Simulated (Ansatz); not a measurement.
**Point defect P on the Nb site in bcc Nb**

The numbers are results of PBE, PAW (plane waves to 420 eV; Ansatz, a quantum-chemistry and plane-wave program), not measurements. Cell and caveats: 54-site cell; 4×4×4 shifted k-points; start: the Nb site; not converged in cell size; the relaxation kept the symmetry of the starting site.

Neighbours after relaxation, in Å: of the P atom: Nb 2.83, Nb 2.83, Nb 2.83, Nb 2.83, Nb 2.83, Nb 2.83, Nb 2.83, Nb 2.83 (the shell may go on).

Formation energies E_f are those of the neutral cell. Chemical conditions: impurity bounded by its compound with the host (Δμ(Nb) = 0.00 eV, Δμ(P) = -2.08 eV, bounded by NbP (I4_1md); only phases computed here count, gases as isolated molecules at 0 K). Reference phases: Nb: bcc Nb, P: black phosphorus.

```tsv
charge	moment (μB)	point group	largest move off a lattice site (Å)	E_f, impurity bounded by its compound with the host (eV)
0	not spin-polarised	Oh	0.04	1.04
```

Point groups are those of the whole cell at tolerances of 0.03 and 0.1 Å ("near" where only the looser one holds); none is given for unsettled states.

All states together cost roughly 10 core-minutes.
